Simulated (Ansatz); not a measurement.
Formation energy of the bound charge states of Ge on the Al site in wurtzite AlN (start: the Al site; 96-site cell, 2×2×2 shifted sampling) against the Fermi level, N-rich (Δμ(Al) = -2.74 eV, Δμ(Ge) = -0.009 eV, bounded by Ge3N4 (P31c); only phases computed here count, gases as isolated molecules at 0 K). Computed with PBE, PAW (plane waves to 420 eV; Ansatz, a program for electronic structure).

Set-up: 96-site cell; 2×2×2 shifted k-points; host gap 4.03 eV; charged states image-corrected; not converged in cell size; flagged in the runs: a host whose relaxation on this sampling wasn't shown to rest, a strain field that reaches the edge of the cell.

```tsv
E_F − E_VBM (eV)	q = +1	q = 0	q = −1
0.00	-1.83	2.12	5.40
0.50	-1.33	2.12	4.89
1.01	-0.82	2.12	4.39
1.51	-0.32	2.12	3.88
2.02	0.19	2.12	3.38
2.52	0.69	2.12	2.88
3.03	1.19	2.12	2.37
3.53	1.70	2.12	1.87
4.03	2.20	2.12	1.36
```

Crossings of the lowest lines: (+1/−1) at 3.61 eV.
